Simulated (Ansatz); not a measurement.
The starting structures come from a database of crystals and need not be the phases stable at ambient conditions.

 Where the default PAW files enter, the runs use the earlier of Ansatz's two default sets.

**Evanescent states of Ba₃ZnN₂O (P4/mmm, not sure to be the ambient phase, 7 atoms a cell, 22.9 Å³ an atom, -2 GPa at this level) along the normal of (001)**

All values below come from r2SCAN (plane waves, PAW; Ansatz, an electronic-structure program).

The gap is the functional's own, uncorrected, and κ follows it; spin-orbit coupling is left out. Mid-gap values are interpolated between the computed energies.

Energies count from the valence-band top; κ is the least over a 8×8 mesh across the current.

```
E (eV)  κ (1/Å)  where
------  -------  -----
0.03      0.093  off Γ
0.09      0.127  off Γ
0.15      0.144  off Γ
0.21        ___  off Γ
0.27        ___  off Γ
0.33        ___  off Γ
0.39        ___  off Γ
0.45        ___  off Γ
0.51        ___  off Γ
0.57      0.110  off Γ
0.63      0.089  off Γ
0.69      0.059  off Γ
```

**Question.** Complete the blanks.

**Answer.** 
- 0.21, κ (1/Å): 0.151
- 0.27, κ (1/Å): 0.153
- 0.33, κ (1/Å): 0.151
- 0.39, κ (1/Å): 0.146
- 0.45, κ (1/Å): 0.137
- 0.51, κ (1/Å): 0.125
